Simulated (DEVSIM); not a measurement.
abrupt GaSb n-p junction

System: abrupt GaSb n-p junction, at 300 K.

```csv
layer (left to right),material,thickness (μm),Nd (cm⁻³),Na (cm⁻³),τn (s),τp (s)
1,GaSb,11.0,5.8e15,-,8.6e-10,8.6e-10
2,GaSb,1.80,-,1.3e14,8.6e-10,8.6e-10
```

Left contact: ohmic. Right contact: ohmic. Voltage is applied to the left contact. Recombination: SRH at mid-gap. Mobility is μmin + (μ − μmin)/(1 + (N/Nref)^α).

Constants are typed, rounded textbook-type inputs, not results; the design itself was drawn at random and stands for no fabricated device. Values at 300 K.

```tsv
parameter	GaSb
gap (eV)	0.726
affinity (eV)	4.06
permittivity	15.7
Nc (cm⁻³)	2.1e17
Nv (cm⁻³)	1.8e19
μn (cm²/Vs)	5000
μp (cm²/Vs)	850
μn,min	1000
μp,min	190
Nref,n	2.8e17
Nref,p	9e17
αn	1.05
αp	0.65
```

Simulated with DEVSIM: 1D drift-diffusion, Boltzmann statistics, complete ionisation; no tunnelling, impact ionisation, image-force lowering or self-heating.

| Quantity | Value |
|---|---|
| Potential step across the device at zero bias | 0.327 V |
| Largest field in the device at zero bias | 4300 V/cm |
| Dark forward voltage at 1 A/cm² | 0.132 V |
| Dark forward voltage at 100 A/cm² | 0.337 V |

Dark reverse current:

```
V (V)  J (A/cm²)
-----  ---------
0.20       0.037
0.50       0.064
1.00        0.11
1.50        0.15
2.00        0.18
3.00        0.26
4.00        0.33
5.00        0.40
6.50        0.50
8.00        0.59
10.00       0.71
```

Dark forward current:

| V (V) | J (A/cm²) |
|---|---|
| -0.05 | -0.067 |
| -0.15 | -1.7 |
| -0.25 | -23 |
| -0.30 | -59 |
| -0.40 | -200 |
| -0.50 | -400 |
| -0.60 | -630 |
| -0.65 | -750 |
| -0.75 | -970 |
| -0.85 | -1200 |
| -0.95 | -1400 |
| -1.00 | -1500 |
| -1.10 | -1700 |
| -1.20 | -1900 |
